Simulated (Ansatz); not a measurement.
AlN (P6_3mc) under uniaxial stress zz (compression positive): hole mass along x by PBEsol with spin-orbit coupling, rigid bands (plane waves, PAW; Ansatz, a quantum-chemistry and plane-wave program). The unloaded cell, whose axes the loads refer to:

```cif
data_Al2N2
_chemical_formula_sum 'Al2 N2'
_space_group_name_H-M_alt 'P63mc'
_space_group_IT_number 186
_space_group_name_Hall 'P 6c -2c'
_cell_length_a 3.11376
_cell_length_b 3.11376
_cell_length_c 4.98369
_cell_angle_alpha 90.000
_cell_angle_beta 90.000
_cell_angle_gamma 120.000
loop_
_atom_site_label
_atom_site_type_symbol
_atom_site_symmetry_multiplicity
_atom_site_Wyckoff_symbol
_atom_site_fract_x
_atom_site_fract_y
_atom_site_fract_z
_atom_site_occupancy
Al1 Al 2 b 0.66667 0.33333 0.49902 1
N1 N 2 b 0.33333 0.66667 0.38098 1
```

| uniaxial stress zz (compression positive) (GPa) | volume per atom (Å³) | hole mass along x (mₑ) |
|---|---|---|
| -2 | 10.50 | 3.84 |
| -1 | 10.48 | 3.76 |
| 0 | 10.46 | ? |
| 1 | 10.44 | 3.60 |
| 2 | 10.42 | 3.51 |

Problem. Fit a straight line to ln(hole mass along x) against the load over the rows given, and predict the row at 0 GPa.

Solution. The means are x̄ = 0.000 GPa and ȳ = 1.3016; Σ(x − x̄)(y − ȳ) = -0.2232 and Σ(x − x̄)² = 10.00, so the slope is -2.23 % per GPa, and the rows given lie within 0.16 % of the line. At 0 GPa the line gives 3.68 mₑ; the calculation gives 3.70 mₑ, 0.67 % from it.

Masses are for dilute carriers at 300 K, harmonic means over directions unless an axis is named. Stresses and pressures are the targets of the relaxation. The structure type is held at every load. Geometry: cell and atoms relaxed with PBEsol.
